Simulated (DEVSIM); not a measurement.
System: abrupt Ge p-n junction, at 350 K.

Layer 1 from the left is Ge, thickness (μm) 40.0, Na (cm⁻³) 1.5e17, τn (s) 4.3e-6, τp (s) 4.3e-6. Layer 2 from the left is Ge, thickness (μm) 71.0, Nd (cm⁻³) 2.3e16, τn (s) 4.3e-6, τp (s) 4.3e-6.

Left contact: ohmic. Right contact: ohmic. Voltage is applied to the left contact. Recombination: SRH at mid-gap. Mobility is μmin + (μ − μmin)/(1 + (N/Nref)^α).

This is a model device: material constants are rounded textbook-type values typed into the input, and sizes, dopings and lifetimes were drawn at random. Values at 300 K; Nc and Nv go as T^1.5, mobilities as T to minus their exponent, the gap by Varshni's rule with the affinity fixed.

Ge: gap (eV) 0.664, affinity (eV) 4, permittivity 16, Nc (cm⁻³) 1.04e19, Nv (cm⁻³) 6e18, μn (cm²/Vs) 3900, μp (cm²/Vs) 1900, μn,min 150, μp,min 100, Nref,n 2.6e17, Nref,p 4e17, αn 0.56, αp 0.6, T exponent of μn 1.66, T exponent of μp 2.33, Varshni α (eV/K) 0.000477, Varshni β (K) 235.

Problem. Estimate by hand the built-in potential, the peak field at zero bias, and compare with a numerical solution.

Solution. 
- Built-in potential: ni = √(Nc Nv) exp(−Eg/2kT) = 2.28e14 cm⁻³ with Eg = 0.644 eV; Vbi = kT/q ln(Na Nd/ni²) = 0.335 V; numerical 0.335 V.
- Peak field at zero bias: depletion approximation: W = √(2εVbi/(qN)) = 0.172 μm with N = 1.99e16 cm⁻³; field = 2Vbi/W = 38900 V/cm; numerical 36700 V/cm (estimate above by 5.7 %).

DEVSIM, 1D drift-diffusion, Boltzmann statistics, complete ionisation; no tunnelling, impact ionisation, image-force lowering or self-heating.
